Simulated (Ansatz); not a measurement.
The reference is GaSb in the zinc blende structure (space group F-43m, No. 216; a = 6.1324 Å).

It is then changed as follows: a hydrostatic pressure of 4.2 GPa.

Levels (all Ansatz, a first-principles code, PAW): r2SCAN (500 eV, scalar-relativistic without spin-orbit coupling); HSE06+SOC (420 eV, with spin-orbit coupling).

The geometry is relaxed with r2SCAN.

- r2SCAN band gap: 0.84 eV
- r2SCAN valence-band top at Γ: 0.00, 0.00, 0.00 eV

With HSE06+SOC at the same geometry, the band gap goes up by 0.093 eV (0.84 eV → 0.94 eV); the valence-band top at Γ (three highest Kramers pairs, from the VBM) goes from 0.00, 0.00, 0.00 eV to 0.00, 0.00, -0.79 eV. The threefold valence maximum splits by Δso ≈ 0.79 eV.

Single points use the geometry relaxed with r2SCAN. Their cutoffs differ, which shifts pressures a little. HSE06 was sampled on its mesh, a few special points and the semilocal edge points, so its gap is an upper bound. Differences between runs with and without spin-orbit coupling are approximate. With Sb present, leaving out spin-orbit coupling can change the band edges. Load acts through the strain it causes; cell and atoms are relaxed under it. No phonon test of stability was made. Tetrahedral semiconductors of this kind turn to denser phases somewhere between about 1 and 50 GPa; those were not computed, so compressed cells here can lie past the real transition.
